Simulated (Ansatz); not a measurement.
## Ga2O3, response to strain

Base system: Ga$_{2}$O$_{3}$ in the corundum structure (space group R-3c, No. 167; a = 5.0003 Å, c = 13.4488 Å (hexagonal axes)). Axes: x lies along a and z along c of the hexagonal cell.

Strains are applied to the cell and any free atomic positions relax.

Calculations: plane-wave PAW DFT at the PBEsol level (Ansatz, a quantum-chemistry and plane-wave program, 420 eV), scalar-relativistic without spin-orbit coupling.

Notes on the quantities. energy relative to the base: free energy F.

| case | volume per atom | energy relative to the base | band gap | smallest direct gap |
|---|---|---|---|---|
| base | 9.71 Å³ | 0 meV/atom | 2.70 eV | 2.95 eV |
| uniaxial strain ε_zz = +0.75 % | 9.78 Å³ | +0.6 meV/atom | 2.63 eV | 2.87 eV |
| uniaxial strain ε_zz = +1.50 % | 9.85 Å³ | +2.3 meV/atom | 2.55 eV | 2.78 eV |
| uniaxial strain ε_zz = +2.25 % | 9.93 Å³ | ___ | ___ | ___ |
| uniaxial strain ε_zz = +3.00 % | 10.00 Å³ | +9.2 meV/atom | 2.40 eV | 2.60 eV |

Q: Complete the table.

A: 
- uniaxial strain ε_zz = +2.25 %, energy relative to the base: +5.2 meV/atom
- uniaxial strain ε_zz = +2.25 %, band gap: 2.48 eV
- uniaxial strain ε_zz = +2.25 %, smallest direct gap: 2.69 eV

Stability against distortions was not tested.
